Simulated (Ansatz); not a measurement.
## SnO2, response to strain

The parent structure is SnO$_{2}$ in the rutile structure (space group P4_2/mnm, No. 136).

```
CELL_PARAMETERS angstrom
      4.76918     0.00000     0.00000
      0.00000     4.76918     0.00000
      0.00000     0.00000     3.21200
ATOMIC_POSITIONS crystal
  Sn 0.00000 0.00000 0.00000
  Sn 0.50000 0.50000 0.50000
  O  0.30627 0.30627 0.00000
  O  0.80627 0.19373 0.50000
  O  0.19373 0.80627 0.50000
  O  0.69373 0.69373 0.00000
```

Cartesian axes are those of the cell as printed.

Strains are applied to the cell and any free atomic positions relax.

Level of theory: plane-wave PAW DFT at the PBEsol level (Ansatz, a quantum-chemistry and plane-wave program, 420 eV), without spin-orbit coupling.

Notes on the quantities. pressure: mean of the normal stresses, compression positive.

```
variant                         shortest interatomic distance   pressure
------------------------------  -----------------------------  ---------
base                                                  2.066 Å   0.00 GPa
uniaxial strain ε_xx = +0.60 %                        2.072 Å  -1.05 GPa
uniaxial strain ε_xx = +1.20 %                        2.074 Å  -2.06 GPa
uniaxial strain ε_xx = +1.80 %                        2.076 Å  -3.03 GPa
uniaxial strain ε_xx = +2.40 %                        2.078 Å          ?
uniaxial strain ε_xx = +3.00 %                        2.080 Å          ?
```

Task: Some entries are withheld; estimate them.

Result: 
- uniaxial strain ε_xx = +2.40 %, pressure: -3.96 GPa
- uniaxial strain ε_xx = +3.00 %, pressure: -4.86 GPa

Whether these cells are dynamically stable was not tested.
